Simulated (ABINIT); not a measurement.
Input and output of a self-consistent single point for Cu3N (Pm-3m, 4 atoms in the cell) (ABINIT).

Method of the run: PBE, PAW (JTH v2.0 PBE PAW) (plane waves; ABINIT).

The change in words: lattice scaled by 0.98. Reference geometry:
```
CELL_PARAMETERS angstrom
      3.74986     0.00000     0.00000
      0.00000     3.74986     0.00000
      0.00000     0.00000     3.74986
ATOMIC_POSITIONS crystal
  Cu 0.00000 0.00000 0.50000
  Cu 0.50000 0.00000 0.00000
  Cu 0.00000 0.50000 0.00000
  N  0.00000 0.00000 0.00000
```

Reference input (self-consistent single point, DFT, PBE, plane waves, PAW (JTH v2.0 PBE PAW)): pseudos = [Cu.GGA_PBE-JTH.xml, N.GGA_PBE-JTH.xml]; ecut = 60 Ry; pawecutdg = 120 Ry; pawxcdev = 0; ixc = 11; occopt = 3; tsmear = 0.00499791 Ha; ngkpt = 6 6 6; nshiftk = 1; shiftk = 0 0 0; potentials = JTH v2.0 PBE PAW; nband = 40. This run's input differs from it in these lines:

```diff
@@ -5,5 +5,5 @@
 rprim
-         7.0862084057    0.0000000000    0.0000000000
-         0.0000000000    7.0862084057    0.0000000000
-         0.0000000000    0.0000000000    7.0862084057
+         6.9444846155    0.0000000000    0.0000000000
+         0.0000000000    6.9444846155    0.0000000000
+         0.0000000000    0.0000000000    6.9444846155
 natom 4
```

Log, with long lists cut:

```
--- !BeginCycle
solver: {iscf: 17, nstep: 50, nline: 4, wfoptalg: 10, }
tolerances: {toldfe: 1.00E-09, }
...

     iter   Etot(hartree)      deltaE(h)  residm     nres2
 ETOT  1  -597.57021780779    -5.976E+02 4.302E+01 5.748E+01
 ETOT  2  -603.92656390272    -6.356E+00 1.686E-01 3.253E+01
 ETOT  3  -603.87982674703     4.674E-02 5.554E-02 6.340E+00
 ETOT  4  -603.86738127768     1.245E-02 2.651E-02 1.801E+00
 ETOT  5  -603.86590753663     1.474E-03 4.789E-03 4.469E-01
   [... 6 lines left out ...]
 ETOT 12  -603.86462646659    -1.843E-09 2.088E-05 2.513E-06
 ETOT 13  -603.86462646395     2.638E-09 3.316E-05 9.579E-08
 ETOT 14  -603.86462646388     7.878E-11 5.060E-06 1.396E-08
 ETOT 15  -603.86462646385     2.603E-11 8.129E-06 4.647E-10
 At SCF step   15, etot is converged :
  for the second time, diff in etot=  2.603E-11 < toldfe=  1.000E-09

 Cartesian components of stress tensor (hartree/bohr^3)
  sigma(1 1)= -6.29213279E-04  sigma(3 2)=  0.00000000E+00
  sigma(2 2)= -6.29213279E-04  sigma(3 1)=  0.00000000E+00
  sigma(3 3)= -6.29213279E-04  sigma(2 1)=  0.00000000E+00

 ----iterations are completed or convergence reached----

 reduced coordinates (array xred) for    4 atoms
       0.000000000000      0.000000000000      0.500000000000
       0.500000000000      0.000000000000      0.000000000000
       0.000000000000      0.500000000000      0.000000000000
       0.000000000000      0.000000000000      0.000000000000
 cartesian forces (eV/Angstrom) at end:
    1     -0.00000000000000    -0.00000000000000    -0.00000000000000
   [... lines left out ...]
 Fermi (or HOMO) energy (hartree) =   0.22095   Average Vxc (hartree)=  -0.39988
   [... lines left out ...]
'-kT*entropy'       : -1.16639638587467E-03
total_energy        : -6.03864626506610E+02
total_energy_eV     : -1.64319921513469E+04
...

-Cartesian components of stress tensor (GPa)         [Pressure=  1.8512E+01 GPa]
- sigma(1 1)= -1.85120907E+01  sigma(3 2)=  0.00000000E+00
- sigma(2 2)= -1.85120907E+01  sigma(3 1)=  0.00000000E+00
- sigma(3 3)= -1.85120907E+01  sigma(2 1)=  0.00000000E+00

 Calculation completed.
```

The run converged in 15 iterations. Against the reference run the free energy rises by 64.7 meV/atom and the pressure goes from 7.92 to 18.51 GPa.

The starting cell comes from a database of computed structures (which also holds hypothetical and non-ambient phases and stackings), without a prior relaxation at this level. Its lattice was rescaled by a random factor within 2.5 % of one. For this run, on top of that: lattice scaled by 0.98. Spin polarisation is off. With a pressure of about 19 GPa the cell is away from its equilibrium volume at this level. The run gives no clean gap (levels at the Fermi energy touch, overlap or are partly filled at this smearing), which alone does not show that the compound is a metal.

Cost on one core of a shared machine: roughly 2 min.
